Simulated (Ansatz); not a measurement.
# Pressure series in LiNbO3

Consider LiNbO3 (space group R3c, No. 161; a = 5.190 Å, c = 14.015 Å (hexagonal axes)).

Cell and atoms are relaxed at each pressure.

Method: PBE, PAW, 420 eV (Ansatz, an electronic-structure program; spin-orbit coupling left out).

```tsv
change	volume per atom	c/a ratio
base	10.90 Å³	2.700
pressure 0.3 GPa	10.87 Å³	2.701
pressure 0.7 GPa	10.83 Å³	2.702
pressure 1.5 GPa	10.75 Å³	2.703
```

Load acts through the strain it causes; cell and atoms are relaxed under it. Stability against distortions was not tested.
